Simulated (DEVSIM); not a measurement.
System: abrupt Si p-n junction, at 400 K.

```tsv
layer (left to right)	material	thickness (μm)	Nd (cm⁻³)	Na (cm⁻³)	τn (s)	τp (s)
1	Si	0.280	-	1.2e15	1.6e-6	1.6e-6
2	Si	170	3.3e15	-	1.6e-6	1.6e-6
```

Left contact: ohmic. Right contact: ohmic. Voltage is applied to the left contact. Recombination: SRH at mid-gap, Auger. Mobility is constant in doping.

Constants are typed, rounded textbook-type inputs, not results; the design itself was drawn at random and stands for no fabricated device. Values at 300 K; Nc and Nv go as T^1.5, mobilities as T to minus their exponent, the gap by Varshni's rule with the affinity fixed.

| parameter | Si |
|---|---|
| gap (eV) | 1.124 |
| affinity (eV) | 4.05 |
| permittivity | 11.7 |
| Nc (cm⁻³) | 2.86e19 |
| Nv (cm⁻³) | 3.1e19 |
| μn (cm²/Vs) | 1417 |
| μp (cm²/Vs) | 470 |
| T exponent of μn | 2.3 |
| T exponent of μp | 2.2 |
| Cn (cm⁶/s) | 2.8e-31 |
| Cp (cm⁶/s) | 9.9e-32 |
| Varshni α (eV/K) | 0.000473 |
| Varshni β (K) | 636 |

DEVSIM, 1D drift-diffusion, Boltzmann statistics, complete ionisation; no tunnelling, impact ionisation, image-force lowering or self-heating.

**Question.** Tabulate band edges, carrier densities and field at -2.0 V on the left contact.

**Answer.** Energies count from the Fermi level of the right contact; mesh points crowd at the junctions.

```tsv
x (μm)	Ec (eV)	Ev (eV)	n (cm⁻³)	p (cm⁻³)	field (V/cm)
0.000	2.731	1.635	2.7e10	1.2e15	-33000
0.03204	2.626	1.530	2.6e10	5.7e13	-33000
0.09923	2.400	1.304	2.5e10	8.1e10	-34000
0.2000	2.046	0.950	2.4e10	1.7e7	-36000
0.2694	1.791	0.694	2.3e10	1.2e7	-37000
0.2952	1.695	0.598	2.4e10	1.2e7	-37000
0.3521	1.493	0.397	2.6e10	1.1e7	-34000
0.5700	0.875	-0.221	4.1e10	1.0e7	-23000
1.027	0.350	-0.746	1.9e15	2.3e7	-2100
2.226	0.332	-0.765	3.3e15	3.2e8	≈ 0
5.091	0.332	-0.765	3.3e15	1.0e9	≈ 0
16.05	0.332	-0.765	3.3e15	3.3e9	≈ 0
39.01	0.331	-0.766	3.3e15	6.3e9	≈ 0
91.94	0.330	-0.767	3.3e15	9.0e9	≈ 0
147.3	0.328	-0.768	3.3e15	9.6e9	≈ 0
160.9	0.328	-0.769	3.3e15	9.7e9	≈ 0
166.5	0.328	-0.769	3.3e15	9.7e9	≈ 0
168.8	0.327	-0.769	3.3e15	9.8e9	≈ 0
169.8	0.327	-0.769	3.3e15	9.8e9	≈ 0
170.1	0.327	-0.769	3.3e15	9.8e9	≈ 0
170.2	0.327	-0.769	3.3e15	9.8e9	≈ 0
170.3	0.327	-0.769	3.3e15	9.8e9	≈ 0
```
